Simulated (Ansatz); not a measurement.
Band structure of C₃N₄ (P-43m, 7 atoms in the cell).

```yaml
crystal:
  lattice:
    - [3.45676, 0.00000, 0.00000]
    - [0.00000, 3.45676, 0.00000]
    - [0.00000, 0.00000, 3.45676]
  atoms:
    - { symbol: C, position: [0.00000, 0.00000, 0.50000] }
    - { symbol: C, position: [0.50000, 0.00000, 0.00000] }
    - { symbol: C, position: [0.00000, 0.50000, 0.00000] }
    - { symbol: N, position: [0.24569, 0.24569, 0.75431] }
    - { symbol: N, position: [0.24569, 0.75431, 0.24569] }
    - { symbol: N, position: [0.75431, 0.75431, 0.75431] }
    - { symbol: N, position: [0.75431, 0.24569, 0.24569] }
```

Method: PBEsol, PAW files made with PBE (plane waves; Ansatz, a first-principles code).

Settings: kpoints.mp_grid.grid = 10 10 10; hamiltonian.xc = pbesol; hamiltonian.pseudopotentials = {kind: paw} (the program's default PAW files); scf.occupations.method = fixed; kpoints.band_path.npoints = 8.

The starting cell comes from a database of computed structures (which also holds hypothetical and non-ambient phases and stackings), without a prior relaxation at this level.

Task: Predict the gap along the standard path and the places of the band edges.

Result: The gap along the path is 2.38 eV, direct at Γ to within 0.01 eV.

Levels in eV from the top of the valence band on the path, bands 13 to 20:
```
point     13     14     15     16    17    18    19    20
-----  -----  -----  -----  -----  ----  ----  ----  ----
Γ      -6.44   0.00   0.00   0.00  2.38  2.38  2.38  5.22
X      -4.14  -3.80  -1.39  -1.39  3.06  5.70  8.03  8.50
M      -5.04  -4.32  -0.80  -0.80  5.86  5.86  7.93  8.17
R      -5.62  -0.24  -0.24  -0.24  5.69  5.69  5.69  6.51
```

Keys are those of Ansatz 0.2.
